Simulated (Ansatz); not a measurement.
The parent structure is Ga₂O₃ in the corundum structure (space group R-3c, No. 167; a = 4.950 Å, c = 13.306 Å (hexagonal axes)). Axes: x lies along a and z along c of the hexagonal cell.

Structures relaxed with LDA/PAW in Ansatz (a program for electronic structure), spin-orbit coupling left out.

Base:

Simulated powder pattern, Cu Kα1, λ = 1.54056 Å (kinematic, ideal powder, no thermal factors, no anomalous dispersion; the 8 strongest lines at most, above 2 %, up to 2θ = 90°):

```
2θ (°)  I/Imax (%)       hkl
------  ----------  --------
24.69           26     (012)
34.09          100     (104)
36.27           83     (110)
50.62           40     (024)
55.60           43     (116)
63.85           36     (214)
65.24           31     (300)
74.62           12  (1 0 10)
```

After one change:

Simulated powder pattern, Cu Kα1, λ = 1.54056 Å (kinematic, ideal powder, no thermal factors, no anomalous dispersion; the 8 strongest lines at most, above 2 %, up to 2θ = 90°):

```csv
2θ (°),I/Imax (%)
25.07,31
33.98,100
37.43,81
51.44,38
55.65,52
65.33,33
67.52,29
72.98,15
```

Problem. Which change produced these results?
A. biaxial strain −3.00 %, plane normal [001], relaxed out of plane
B. biaxial strain −2.25 %, plane normal [001], relaxed out of plane
C. biaxial strain −0.75 %, plane normal [001], relaxed out of plane
D. biaxial strain −1.50 %, plane normal [001], relaxed out of plane

Solution. A, biaxial strain −3.00 %, plane normal [001], relaxed out of plane. Its volume per atom is 9.07 Å³ against 9.41 Å³, and its space group is R-3c (No. 167).

No phonon test of stability was made.
